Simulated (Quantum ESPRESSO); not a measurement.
# Equation of state of zinc-blende ZnS (space group 216): energy against volume (Quantum ESPRESSO, PBE)

```yaml
crystal:
  lattice:
    - [0.00000, 2.65690, 2.65690]
    - [2.65690, 0.00000, 2.65690]
    - [2.65690, 2.65690, 0.00000]
  atoms:
    - { symbol: Zn, position: [0.00000, 0.00000, 0.00000] }
    - { symbol: S, position: [0.75000, 0.75000, 0.75000] }
```

Method: PBE, GBRV 1.5 ultrasoft (PBE) pseudopotentials (plane waves; Quantum ESPRESSO 7.5). Settings: ecutwfc = 65 Ry; ecutrho = 325 Ry; occupations = smearing; smearing = fd; degauss = 0.000734986 Ry; potentials = {Zn: zn_pbe_v1.uspp.F.UPF, S: s_pbe_v1.4.uspp.F.UPF}; K_POINTS = automatic 10 10 10 0 0 0; conv_thr = 1e-10 Ry; mixing_beta = 0.4. The cell above is the first row's. The rows scale it uniformly. In all rows fractional positions and the k mesh are held. E is the free energy at the stated smearing, counted from the lowest row.

| V (Å^3/atom) | E (meV/atom) |
|---|---|
| 18.755 | 25.02 |
| 19.163 | 12.19 |
| 19.571 | 4.05 |
| 19.979 | 0.14 |
| 20.386 | 0.00 |
| 20.794 | 3.25 |
| 21.202 | 9.53 |
| 21.610 | 18.53 |
| 22.017 | ? |

Taking the third-order Birch-Murnaghan form, a cubic in V^(-2/3) for E over the 8 complete rows: With u = V^(-2/3) - 0.135, the rows have u = 0.006663, 0.004645, 0.002697, 0.000816, -0.000998, -0.002756, -0.004458, -0.006107. Least squares gives E = -0.360 + 173.3·u + 540104·u² + 844123·u³. Residuals (row less fit): -0.003, 0.007, -0.003, -0.002, -0.004, 0.003, 0.003, -0.003; standard error 0.005 (degrees of freedom: 4). Its minimum lies at u = -0.000160, so V0 = (0.134840)^(-3/2) = 20.20. There d²E/du² = 1079000 and d³E/du³ = 5065000, so B0 = (4/9) × 20.20^(-7/3) × 1079000 × 0.160218 = 69.2 GPa (the last factor turns the table's units into GPa), and B0' = 4 + (2/3) × 0.134840 × (5065000)/1079000 = 4.4. The program's pressures in the fitted runs (not shown) pass through zero at V = 20.17, 0.14 % from this V0.

Task: Estimate the missing E (V = 22.017); what did the run itself give?

Result: u = -0.007700, so E = -0.360 + 173.3 × (-0.007700) + 540104 × (-0.007700)² + 844123 × (-0.007700)³ = 29.943 meV/atom. The calculation gives 29.95 meV/atom, 0.007 meV/atom above the prediction (under 0.05 % of the range of E in the table). The row lies outside the fitted rows, so this is an extrapolation. From the scatter of the fitted rows alone, a prediction at this place has a standard error of 0.013 meV/atom, so the miss is 0.5 times that.

Carrying the step between the two nearest rows on in a straight line would have given 27.51, off by 2.44; series whose last step already gives the withheld value aren't shown. The scan was laid around a cell of about the measured size, scaled by a guess for this functional. The runs keep the symmetry of the cell, so they don't test it for distortions. Cutoffs and mesh are single choices, not tested for convergence of this quantity. Series with a scatter that would blur these digits, or in which a gap closes, are not shown. Nor are scans whose minimum lies at an end fitted in this form.
